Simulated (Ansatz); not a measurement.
How a calculation on AgRh3 (Pm-3n, 8 atoms in the cell) responds to its settings

```
AgRh3
1.0
    4.76181     0.00000     0.00000
    0.00000     4.76181     0.00000
    0.00000     0.00000     4.76181
Rh Ag
6 2
Cartesian
  1.19045   0.00000   2.38091
  3.57136   0.00000   2.38091
  0.00000   2.38091   1.19045
  0.00000   2.38091   3.57136
  2.38091   1.19045   0.00000
  2.38091   3.57136   0.00000
  0.00000   0.00000   0.00000
  2.38091   2.38091   2.38091
```

Base run A: PBE run with Ansatz (a first-principles code), self-consistent single point.

Its settings: kpoints.mp_grid.grid = 9 9 9; hamiltonian.xc = pbe; hamiltonian.pseudopotentials = {kind: paw} (the program's default PAW files); scf.occupations.method = cold; scf.occupations.width = 0.1 eV.

The starting cell was generated: these elements placed on a structure prototype, without a prior relaxation; it need not be a known phase or ordering of this composition. Its lattice was rescaled by a random factor within 2.5 % of one. Spin polarisation is off. In the base run, with a pressure of about 33 GPa the cell is away from its equilibrium volume at this level. Ansatz's pressure includes its estimate of the finite-basis (Pulay) stress.

ΔF is the free energy per atom less that of run A. 

```csv
run,scf.occupations.width,ΔF (meV/atom),pressure (GPa),TS (meV/atom)
A,0.1 eV,0.00,33.39,-0.7
B,0.002 eV,0.09,33.42,0.0
C,0.01 eV,0.06,33.42,0.0
D,0.025 eV,-0.03,33.42,0.2
E,0.05 eV,-0.12,33.41,0.0
F,0.15 eV,0.54,33.38,-2.0
G,0.2 eV,1.31,33.38,-3.3
H,0.3 eV,3.0,33.40,-4.7
I,0.5 eV,3.7,33.57,4.3
J,0.8 eV,-2.8,33.78,24.1
```

Run J against A: The free energy falls by 2.8 meV/atom and the pressure goes from 33.39 to 33.78 GPa.

Run I against A: The free energy goes up by 3.7 meV/atom and the pressure goes from 33.39 to 33.57 GPa.

Run H against A: The free energy rises by 3.0 meV/atom and the pressure moves little (33.39 to 33.40 GPa).

Keys are those of Ansatz 0.2.
